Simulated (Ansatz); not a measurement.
Electronic density of states of amorphous hafnium silicate (Si$_{20}$O$_{47}$Hf$_{4}$), density 3.20 g/cm³, on a 2×2×2 Γ-centred mesh with a Gaussian width of 0.1 eV; energies count from the Fermi level, whose place inside the gap is arbitrary. Cell and mesh are small, so fine structure isn't converged. Level of theory: PBE, scalar-relativistic without spin-orbit coupling (plane waves to 420 eV, PAW; Ansatz, a program for electronic structure). Sampling: a 2×2×2 Γ-centred mesh; Fermi-Dirac width 0.02 eV; no spin polarisation. The usual formal charges leave 2 electrons over, so the level spacing at the Fermi energy parts defect or band states and needn't be the band gap. At PBE the levels at both edges of the gap are localised (band-tail or defect states), and the nearest spread-out levels lie 5.5 eV apart at the zone centre.

It comes from a melt-quench run on a machine-learned potential (CHGNet), relaxed afterwards by DFT. O atoms were pushed apart under 1.9 Å during the dynamics, to hinder bonds among them. The hot cell started wider than the set density and was brought back towards it in steps. It is the lowest in DFT energy of 4 quenches. It is a model cell: composition and starting density were chosen by hand, and all elements were melted together. No dispersion term was used. Its density started from a set value of 3.20 and ended at 3.20 g/cm³. The quench (nominally 480 K/ps over its main leg) was far faster than any real one, so the model tends to hold more defects than a real film. A cell of this size samples the disorder only roughly. The volume was held where the preparation left it, at a PBE pressure of 2.4 GPa. Stress components on the final sampling reach 4.4 GPa. Cycles of charging lowered its energy after that relaxation.

(E - EF (eV), states/(eV atom)): (-12.00, 0.13); (-11.90, 0.15); (-11.80, 0.20); (-11.70, 0.18); (-11.60, 0.13); (-11.50, 0.12); (-11.40, 0.08); (-11.30, 0.14); (-11.20, 0.21); (-11.10, 0.21); (-11.00, 0.25); (-10.90, 0.24); (-10.80, 0.19); (-10.70, 0.10); (-10.60, 0.11); (-10.50, 0.19); (-10.40, 0.23); (-10.30, 0.19); (-10.20, 0.19); (-10.10, 0.21); (-10.00, 0.20); (-9.90, 0.22); (-9.80, 0.26); (-9.70, 0.25); (-9.60, 0.19); (-9.50, 0.30); (-9.40, 0.37); (-9.30, 0.39); (-9.20, 0.42); (-9.10, 0.43); (-9.00, 0.33); (-8.90, 0.31); (-8.80, 0.40); (-8.70, 0.43); (-8.60, 0.40); (-8.50, 0.46); (-8.40, 0.47); (-8.30, 0.34); (-8.20, 0.28); (-8.10, 0.33); (-8.00, 0.45); (-7.90, 0.54); (-7.80, 0.46); (-7.70, 0.36); (-7.60, 0.30); (-7.50, 0.31); (-7.40, 0.35); (-7.30, 0.36); (-7.20, 0.34); (-7.10, 0.36); (-7.00, 0.50); (-6.90, 0.59); (-6.80, 0.60); (-6.70, 0.63); (-6.60, 0.61); (-6.50, 0.57); (-6.40, 0.68); (-6.30, 0.79); (-6.20, 0.83); (-6.10, 0.86); (-6.00, 0.81); (-5.90, 0.75); (-5.80, 0.76); (-5.70, 0.84); (-5.60, 0.87); (-5.50, 0.84); (-5.40, 0.87); (-5.30, 0.87); (-5.20, 0.86); (-5.10, 0.84); (-5.00, 0.85); (-4.90, 0.87); (-4.80, 0.81); (-4.70, 0.79); (-4.60, 0.80); (-4.50, 0.82); (-4.40, 0.82); (-4.30, 0.71); (-4.20, 0.66); (-4.10, 0.65); (-4.00, 0.55); (-3.90, 0.42); (-3.80, 0.26); (-3.70, 0.10); (-3.60, 0.04); (-3.50, 0.12); (-3.40, 0.17); (-3.30, 0.16); (-3.20, 0.09); (-3.10, 0.01); (-3.00, 0.00); (-2.90, 0.00); (-2.80, 0.00); (-2.70, 0.00); (-2.60, 0.00); (-2.50, 0.00); (-2.40, 0.00); (-2.30, 0.00); (-2.20, 0.00); (-2.10, 0.00); (-2.00, 0.00); (-1.90, 0.00); (-1.80, 0.00); (-1.70, 0.00); (-1.60, 0.00); (-1.50, 0.00); (-1.40, 0.04); (-1.30, 0.14); (-1.20, 0.09); (-1.10, 0.01); (-1.00, 0.00); (-0.90, 0.00); (-0.80, 0.00); (-0.70, 0.00); (-0.60, 0.00); (-0.50, 0.00); (-0.40, 0.00); (-0.30, 0.00); (-0.20, 0.00); (-0.10, 0.00); (0.00, 0.00); (0.10, 0.00); (0.20, 0.00); (0.30, 0.00); (0.40, 0.00); (0.50, 0.00); (0.60, 0.00); (0.70, 0.00); (0.80, 0.00); (0.90, 0.00); (1.00, 0.00); (1.10, 0.01); (1.20, 0.11); (1.30, 0.25); (1.40, 0.17); (1.50, 0.06); (1.60, 0.11); (1.70, 0.12); (1.80, 0.05); (1.90, 0.10); (2.00, 0.24); (2.10, 0.30); (2.20, 0.35); (2.30, 0.36); (2.40, 0.34); (2.50, 0.28); (2.60, 0.23); (2.70, 0.23); (2.80, 0.20); (2.90, 0.24); (3.00, 0.30); (3.10, 0.28); (3.20, 0.22); (3.30, 0.18); (3.40, 0.16); (3.50, 0.18); (3.60, 0.22); (3.70, 0.30); (3.80, 0.34); (3.90, 0.32); (4.00, 0.26); (4.10, 0.23); (4.20, 0.29); (4.30, 0.35); (4.40, 0.36); (4.50, 0.34); (4.60, 0.35); (4.70, 0.39); (4.80, 0.38); (4.90, 0.39)

The level spacing at the Fermi energy on this mesh is 2.52 eV; the broadening fills part of it in the curve.
